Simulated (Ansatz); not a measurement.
Start from HgTe in the zinc blende structure (space group F-43m, No. 216; a = 6.435 Å). Axes: x, y, z lie along the cube axes.

All numbers come from plane-wave PAW DFT at the LDA level (Ansatz, a first-principles code, 420 eV), no spin-orbit coupling.

The change: the cell is scaled by 0.9850 in all directions, atoms relaxed at fixed cell.

Q: Predict the stress tensor and what it implies for the stiffness.

A: Stress of the strained cell less that of the base (GPa, compression positive):
```
    2.4     0.0     0.0
    0.0     2.4     0.0
    0.0     0.0     2.4
```

Then B = −ΔP/(ΔV/V₀) with ΔV/V₀ = -0.0443 gives secant stiffness values (nonlinear terms included at this strain): B ≈ 54 GPa.

As a check, the harmonic strain energy −½ V₀ Δσ:ε is 11 meV/atom; the computed energy rise is 11 meV/atom.

A case with no gap was solved on a k-mesh chosen for an insulator, which is coarse for it. Whether these cells are dynamically stable was not tested. The final runs are not spin-polarised.
